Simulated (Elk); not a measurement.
Band structure of IrRu3 (P6_3/mmc, 8 atoms in the cell).

```
IrRu3
1.0
    5.30417     0.00000     0.00000
   -2.65209     4.59355     0.00000
    0.00000     0.00000     4.21235
Ru Ir
6 2
Cartesian
  0.00000   1.52331   1.05309
  2.65209   3.07024   3.15926
  3.98495   0.76166   3.15926
 -1.33286   3.83189   1.05309
  1.33286   3.83189   1.05309
  1.31923   0.76166   3.15926
  0.00000   3.06237   3.15926
  2.65209   1.53118   1.05309
```

Method: PBEsol, all-electron FP-LAPW, Elk's shipped species files, default APW+lo basis run with Elk.

Settings: xctype = 22; rgkmax = 7; stype = 0; swidth = 0.00999582 Ha; ngridk = 5 5 5; rmtscf = 0.86.

The starting cell comes from a database of computed structures (which also holds hypothetical and non-ambient phases and stackings), without a prior relaxation at this level. Its lattice was rescaled by a random factor within 2.5 % of one. Spin-orbit coupling is off. Spin polarisation is off. Values depend on the basis (sphere radii, cutoffs, local orbitals), which need not be converged.

Levels in eV from the Fermi level, bands 73 to 80:
```tsv
point	73	74	75	76	77	78	79	80
Γ	-1.90	-1.88	0.68	1.02	1.04	1.35	1.36	1.46
M	-1.30	-1.20	-1.15	-0.97	-0.72	-0.60	-0.29	-0.16
K	-1.42	-1.40	-1.39	-0.44	-0.40	-0.39	0.43	0.44
A	0.07	0.07	0.07	0.07	0.35	0.35	0.36	0.36
L	-2.02	-2.01	-1.70	-1.70	0.26	0.26	0.36	0.36
H	-1.89	-1.89	-1.58	-1.58	0.86	0.86	0.91	0.91
```

Bands cross the Fermi level along this path, so the cell is metallic at this level.
